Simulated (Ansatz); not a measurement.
The parent structure is BaPbO3 (space group Imma, No. 74).

```yaml
crystal:
  lattice:
    - [-3.01097, 4.25692, 3.05580]
    - [3.01097, -4.25692, 3.05580]
    - [3.01097, 4.25692, -3.05580]
  atoms:
    - { symbol: Ba, position: [0.74298, 0.99298, 0.75000] }
    - { symbol: Ba, position: [0.25702, 0.00702, 0.25000] }
    - { symbol: Pb, position: [0.50000, 0.50000, 0.00000] }
    - { symbol: Pb, position: [0.00000, 0.50000, 0.50000] }
    - { symbol: O, position: [0.70727, 0.50000, 0.70727] }
    - { symbol: O, position: [0.29273, 0.50000, 0.29273] }
    - { symbol: O, position: [0.29273, 0.00000, 0.79273] }
    - { symbol: O, position: [0.70727, 0.00000, 0.20727] }
    - { symbol: O, position: [0.17606, 0.42606, 0.75000] }
    - { symbol: O, position: [0.82394, 0.57394, 0.25000] }
```

Cartesian axes are those of the cell as printed.

Computed with PBEsol in Ansatz (plane waves to 420 eV, PAW, no spin-orbit coupling).

Strains are applied to the cell and any free atomic positions relax; under biaxial strain the out-of-plane vector relaxes too.

One change was made to it. Results:

| quantity | base | after |
|---|---|---|
| smallest direct gap | 0.29 eV | 0.32 eV |
| band gap | 0.27 eV | 0.22 eV |
| energy relative to the base (free energy F) | 0 meV/atom | +4.5 meV/atom |
| pressure (mean of the normal stresses, compression positive) | 0.00 GPa | -2.30 GPa |

**Question.** Name the change that was made.
(A) uniaxial strain ε_xx = +2.24 %
(B) biaxial strain +3.23 %, plane normal [001], relaxed out of plane
(C) tensor shear ε_yz = +0.81 %

**Answer.** A, uniaxial strain ε_xx = +2.24 %. For comparison, the energy relative to the base in the other runs: biaxial strain +3.23 %, plane normal [001], relaxed out of plane gives +18 meV/atom; tensor shear ε_yz = +0.81 % gives +0.6 meV/atom.

A biaxial case was relaxed in a doubled cell and then solved in the primitive one. With Pb present, leaving out spin-orbit coupling can change the band edges. Stability against distortions was not tested. The zero or small gap of BaPbO3 can change with the level of theory.

Ansatz is a first-principles code.
